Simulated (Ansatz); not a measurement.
Abridged Ansatz (an electronic-structure program) output:

```
Relaxation: its limit of steps is 50 (relax.max_steps)
Pseudopotential: Ta, paw, valence charge 13
Crystal: 1 atoms, lattice volume = 17.532 Å³
Basis set: ecut = 500 eV, 429 PW (Γ), exchange–correlation on 96×96×96 points (64 copies of the dense FFT grid, shifted against one another)
Bands: 11, of which v1, the nominal top of the filled ones, is band 7 counted from 1 (6 counted from 0)
Symmetry: 48 space group operations
k-points: 624 of 21952
Functional: x = r2scan, c = r2scan; τ floored in thin density (d = 2e-4 eV/Å³)
SCF iter   1: F=—  HF=-9944.308550 eV  |F-HF|=—  |Δ(HF+E_count)|=         —  Δρ=6.26e-3  dr2=1.79e-3  dr2_τ=1.68e-2  ethr=1.77e-3  ⟨swp⟩=5.6  Hψ=41094  notcnv=0
SCF iter   2: F=—  HF=-9944.328002 eV  |F-HF|=—  |Δ(HF+E_count)|=   1.95e-2  Δρ=3.55e-3  dr2=6.24e-4  dr2_τ=2.22e-4  ethr=1.38e-5  ⟨swp⟩=2.0  Hψ=18008  notcnv=0  defer=33
SCF 1 converged in 9 iterations: F = -9944.328789 eV  dr2 = 1.45e-12
relax step   1: F+E_penalty+E_count = -9944.32878869 eV  Δ(F+E_penalty+E_count) = +0.000e0 eV  max|allowed force component| = 0.000e0 eV/Å  Δτ_max = 0.0000 Å  (9 SCF iters, accepted)
Crystal: 1 atoms, lattice volume = 17.532 Å³
SCF iter   1: F=—  HF=-9944.328789 eV  |F-HF|=—  |Δ(HF+E_count)|=         —  Δρ=1.34e-7  dr2=1.45e-12  dr2_τ=2.48e-13  ethr=1.00e-12  ⟨swp⟩=1.1  Hψ=42089  notcnv=0  defer=29
SCF iter   2: F=-9944.328789 eV  HF=-9944.328789 eV  |F-HF|=7.28e-12  |Δ(HF+E_count)|=  5.46e-12  Δρ=6.88e-8  dr2=3.66e-13  dr2_τ=3.60e-14  ethr=1.00e-12  ⟨swp⟩=3.0  Hψ=17010  notcnv=0
SCF 2 converged in 2 iterations: F = -9944.328789 eV  dr2 = 3.66e-13
SCF converged after 2 iterations
Free energy (F): -9944.328789 eV
Internal energy: -9944.288610 eV  (E = F + TS)
E sigma→0 (E₀):  -9944.308699 eV
Entropy (-TS):   -0.040179 eV (-40.179 meV/atom)
Fermi energy:    19.067316 eV
--- Forces (eV/Å), atoms counted from 1 ---
  atom   1  Ta     0.00000000     0.00000000     0.00000000
--- Stress (GPa, compression-positive) ---
        6.419872       0.000000      -0.000000
       -0.000000       6.419872      -0.000000
        0.000000      -0.000000       6.419872
  P = ⅓ Tr σ = 6.4199 GPa (64.199 kbar)
--- Relaxed structure (1 steps of the walk, 1 accepted, 0 SCFs on fresh bases) ---
  atoms:
    - { symbol: Ta, position: [0.0, 0.0, 0.0] }
```

**Question.** What was computed, and what are the main results?

**Answer.** Ta, 1 atom in the cell, with Ansatz r2SCAN, scalar-relativistic without spin-orbit coupling. The last SCF converged to F = -9944.328789 eV, or -9944.3288 eV per atom, at a pressure of 6.42 GPa. The total energy compares only with runs of the same code, potentials and settings.

The cells carry an imposed strain or load. Stability against distortions was not tested. All final runs are without spin polarisation. The cell was made from Ta in the bcc (W type) structure (space group Im-3m, No. 229) by this change: isotropic strain −1.00 %.

Keys are those of Ansatz 0.2.
